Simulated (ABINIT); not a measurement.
ABINIT run on CdHClO (P6_3mc, 8 atoms in the cell): self-consistent single point.

Method of the run: PBEsol, PAW (JTH v2.0 PBE PAW, files made for PBE) (plane waves; ABINIT 10.0.3).

The change in words: lattice scaled by 0.98. Reference geometry:
```xyz
8
Lattice="3.7073 0.0000 0.0000 -1.8537 3.2106 0.0000 0.0000 0.0000 10.3424" Properties=species:S:1:pos:R:3 pbc="T T T"
Cd     1.8537     1.0702     5.0904
Cd     0.0000     2.1404    10.2617
H      0.0000     0.0000     3.2932
H      0.0000     0.0000     8.4645
Cl     1.8537     1.0702     1.6107
Cl     0.0000     2.1404     6.7819
O      0.0000     0.0000     4.2739
O      0.0000     0.0000     9.4451
```

Reference input (self-consistent single point, DFT, PBEsol, plane waves, PAW (JTH v2.0 PBE PAW, files made for PBE)): pseudos = [Cd.GGA_PBE-JTH.xml, H.GGA_PBE-JTH.xml, Cl.GGA_PBE-JTH.xml, O.GGA_PBE-JTH.xml]; ecut = 30 Ha; pawecutdg = 60 Ha; pawxcdev = 0; ixc = -116133; occopt = 1; ngkpt = 7 7 3; nshiftk = 1; shiftk = 0 0 0; potentials = JTH v2.0 PBE PAW; nband = 29; kptopt = 1. This run's input differs from it in these lines:

```diff
@@ -5,5 +5,5 @@
 rprim
-         7.0057837201    0.0000004333    0.0000000000
-        -3.5028922353    6.0671864584    0.0000000000
-         0.0000000000    0.0000000000   19.5443696117
+         6.8656684356    0.0000003524    0.0000000000
+        -3.4328345230    5.9458431030    0.0000000000
+         0.0000000000    0.0000000000   19.1534816526
 natom 8
@@ -13,10 +13,10 @@
 xcart
-         1.8536504784    1.0702057556    5.0904430826
-        -0.0000001324    2.1404112818   10.2616605826
-         0.0000000000    0.0000000000    3.2932381527
-         0.0000000000    0.0000000000    8.4644556527
-         1.8536504784    1.0702057556    1.6107308269
-        -0.0000001324    2.1404112818    6.7819483269
-         0.0000000000    0.0000000000    4.2739078394
-         0.0000000000    0.0000000000    9.4451253394
+         1.8165775830    1.0488016809    4.9886340733
+        -0.0000001077    2.0976031753   10.0564270733
+         0.0000000000    0.0000000000    3.2273732941
+         0.0000000000    0.0000000000    8.2951662941
+         1.8165775830    1.0488016809    1.5785161636
+        -0.0000001077    2.0976031753    6.6463091636
+         0.0000000000    0.0000000000    4.1884295586
+         0.0000000000    0.0000000000    9.2562225586
       Angstrom
```

Output, abridged:

```
--- !BeginCycle
solver: {iscf: 17, nstep: 60, nline: 4, wfoptalg: 10, }
tolerances: {tolvrs: 1.00E-10, }
...

     iter   Etot(hartree)      deltaE(h)  residm     nres2
 ETOT  1  -158.53562701181    -1.585E+02 2.184E-01 4.703E+01
 ETOT  2  -158.83645864946    -3.008E-01 1.063E-02 2.351E+01
 ETOT  3  -158.81448638993     2.197E-02 4.341E-03 1.476E+00
 ETOT  4  -158.81572541417    -1.239E-03 1.557E-03 3.184E-01
 ETOT  5  -158.81667830109    -9.529E-04 9.798E-04 6.139E-02
   [... 27 lines left out ...]
 ETOT 33  -158.81800816033     1.737E-11 2.974E-07 1.579E-08
 ETOT 34  -158.81800816032     1.017E-11 1.185E-07 1.132E-08
 ETOT 35  -158.81800816032     2.842E-13 2.151E-07 6.849E-10
 ETOT 36  -158.81800816032    -1.023E-12 8.508E-08 9.596E-11
 At SCF step   36       nres2   =  9.60E-11 < tolvrs=  1.00E-10 =>converged.

 Cartesian components of stress tensor (hartree/bohr^3)
  sigma(1 1)= -5.28267194E-05  sigma(3 2)=  0.00000000E+00
  sigma(2 2)= -5.28267194E-05  sigma(3 1)=  0.00000000E+00
  sigma(3 3)= -1.38504893E-04  sigma(2 1)=  1.27083134E-14

 ----iterations are completed or convergence reached----

 reduced coordinates (array xred) for    8 atoms
       0.666666668844      0.333333335520      0.492190004332
       0.333333335511      0.666666668853      0.992190004332
       0.000000002177      0.000000002186      0.318420003575
       0.000000002177      0.000000002186      0.818420003575
       0.666666668844      0.333333335520      0.155740002862
       0.333333335511      0.666666668853      0.655740002862
   [... lines left out ...]
 Fermi (or HOMO) energy (hartree) =   0.08735   Average Vxc (hartree)=  -0.35724
 Fermi (or HOMO) energy (eV) =   2.37690   Average Vxc (eV)=  -9.72104
   [... lines left out ...]
local_psp           : -1.33850909388261E+02
total_energy        : -1.58818009870520E+02
total_energy_eV     : -4.32165783046800E+03
...

-Cartesian components of stress tensor (GPa)         [Pressure=  2.3945E+00 GPa]
- sigma(1 1)= -1.55421548E+00  sigma(3 2)=  0.00000000E+00
- sigma(2 2)= -1.55421548E+00  sigma(3 1)=  0.00000000E+00
- sigma(3 3)= -4.07495395E+00  sigma(2 1)=  3.73891424E-10

 Calculation completed.
```

The run converged in 36 iterations. Against the reference run the free energy hardly moves (within 1 meV/atom), the pressure goes from -2.41 to 2.39 GPa, the largest force goes from 0.306 to 1.081 eV/Å and the gap on the mesh goes from 2.346 to 2.503 eV.

The starting cell comes from a database of computed structures (which also holds hypothetical and non-ambient phases and stackings), without a prior relaxation at this level. Its lattice was rescaled by a random factor within 2.5 % of one. For this run, on top of that: lattice scaled by 0.98. The potentials were made for another functional than the one used. Forces in this geometry exceed 1 eV/Å.

Cost on one core of a shared machine: roughly 5 min.
